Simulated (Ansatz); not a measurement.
# wurtzite AlN: the defect Ca on the Al site

Computed with PBE, PAW (plane waves to 420 eV; Ansatz, a program for electronic structure). Cell: 96 sites, 3×2×2; final energies on a 2×2×2 shifted mesh. Site at the start: the Al site. Charged cells carry a point-charge image correction with potential alignment at far atoms. Dielectric constants: PBE linear response of the host. Host gap at this level: 4.03 eV. These values are not converged in cell size to better than tenths of an eV. PBE underestimates the host's gap, which shifts levels and can delocalise carriers. Spin–orbit coupling is left out. Each state is the lowest found from its start.

```tsv
charge	moment (μB)	largest move off a lattice site (Å)	image correction with alignment (eV)
+1†	not spin-polarised	0.35	0.28
0	1.0	0.35	0.00
−1	not spin-polarised	0.33	0.10
```

† Not settled in this cell, so no level is given: charge +1: a level filled in part, carriers not clearly localised, level within 0.1 eV of a band edge or past it.

Transition levels above the valence-band maximum: ε(0/−1) = 0.60 eV. With a charge missing or unsettled, these needn't be thermodynamic levels.

Flagged in the runs: a doubtful potential alignment, a host whose relaxation on this sampling wasn't shown to rest, a strain field that reaches the edge of the cell.
